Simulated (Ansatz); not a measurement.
Consider AlPd (space group P2_13, No. 198; a = 4.851 Å; a cell from a computed database, its experimental status unchecked). Axes: x, y, z lie along the cube axes.

Level of theory: PBEsol/PAW in Ansatz (an electronic-structure program), no spin-orbit coupling.

For the base:

| Property | Value |
|---|---|
| Pressure | 0.0 GPa |
| Volume per atom | 14.26 Å³ |

Perturbation: biaxial strain −1.36 %, plane normal [110], relaxed out of plane (Cartesian); in-plane vectors clamped, the third vector and the atoms free.

Question: What does the calculation give for the pressure, energy relative to the base and volume per atom after the change?

Answer: The pressure (mean of the normal stresses, compression positive) goes from zero to 2.6 GPa; the energy grows by 4.6 meV/atom; the volume per atom falls by 0.206 Å³ (14.26 Å³ → 14.06 Å³).

Without a gap, meshes like the base's 10×10×10 leave anisotropic stresses uncertain by several tenths of a GPa, and small strain energies with them. Whether these cells are dynamically stable was not tested. All final runs are without spin polarisation.
